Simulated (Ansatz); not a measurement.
The starting structures come from a database of crystals and need not be the phases stable at ambient conditions.

The decay constant κ of evanescent states in the gap governs leakage through a thin film.

```xyz
9
Lattice="5.0040 0.0000 0.0000 0.0000 10.9196 0.0000 0.0000 5.4598 3.1522" Properties=species:S:1:pos:R:3 pbc="T T T"
Cs     1.5166     3.6398     0.0000
Cs     3.4874     7.2797     0.0000
Sn     0.0000     0.0000     0.0000
F      3.9080     1.6562     0.0000
F      1.0960     9.2634     0.0000
F      3.9080     4.6317     1.7179
F      1.0960    11.7476     1.4343
F      3.9080    10.0915     1.4343
F      1.0960     6.2879     1.7179
```

Space group of this cell: P-3m1. The cell is taken as given.

Transport runs along the normal of the first two printed cell vectors, the (110) plane of the conventional cell.

No gap correction and no spin-orbit coupling; mid-gap values are interpolated between computed energies.

Problem. State the band gap and the smallest decay constant κ at mid-gap according to r2SCAN (Ansatz, an electronic-structure program).

Solution. Gap 6.58 eV on a 6×10×10 mesh; κ = 0.485 1/Å, at the zone centre.
